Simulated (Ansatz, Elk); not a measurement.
An Ansatz (a first-principles code) input for a self-consistent single point of SrTe (Fm-3m, 2 atoms in the cell) (DFT, PBE with spin-orbit coupling, plane waves, default PAW files):

Ansatz 0.2 input:
```yaml
# SrTe
crystal:
  lattice:
    - [0.00000000, 3.33599400, 3.33599400]
    - [3.33599400, 0.00000000, 3.33599400]
    - [3.33599400, 3.33599400, 0.00000000]
  atoms:
    - { symbol: Sr, position_ang: [0.00000000, 0.00000000, 0.00000000] }
    - { symbol: Te, position_ang: [3.33599400, 3.33599400, 3.33599400] }
basis:
  ecutwfc: 30.9 Ry
kpoints:
  mp_grid: { grid: [9, 9, 9] }
hamiltonian:
  xc: pbe
  pseudopotentials: { kind: paw }
magnetization:
  noncollinear: true
  spin_orbit: true
scf:
  occupations: { method: fermi_dirac, width: 0.0007 Ry }
output:
  forces: true
  eigenvalues: true
  stress: true
```

Question: Write the same calculation as an input for Elk.

Answer: One input that does it (others would too):

```
tasks
  0

xctype
  20

spinorb
  .true.

tforce
  .true.

rgkmax
  8.0

gmaxvr
  18.0

lmaxapw
  10

lmaxo
  8

nxlo
  2

lorbcnd
  .true.

lradstp
  2

nrmtscf
  2.0

lmaxi
  4

nempty
  10

stype
  3

swidth
  0.000367493

scale
  1.889726125

avec
    0.0000000000    3.3359940000    3.3359940000
    3.3359940000    0.0000000000    3.3359940000
    3.3359940000    3.3359940000    0.0000000000

atoms
  2   : nspecies
  'Sr.in'   : spfname
  1   : natoms; atposl, bfcmt below
  0.0000000000  0.0000000000  0.0000000000    0.0 0.0 0.0
  'Te.in'   : spfname
  1   : natoms; atposl, bfcmt below
  0.5000000000  0.5000000000  0.5000000000    0.0 0.0 0.0

ngridk
  9 9 9
```

Basis, cutoffs, solver keys and any potentials are the target program's own. This input uses DFT, PBE, spin-orbit coupling in second variation, all-electron FP-LAPW, Elk's shipped species files, APW+lo basis with extra local orbitals. The width in Ry is rounded to four decimals.

The starting cell has typed, rounded lattice constants, without a prior relaxation at this level. Its lattice was rescaled by a random factor within 2.5 % of one.
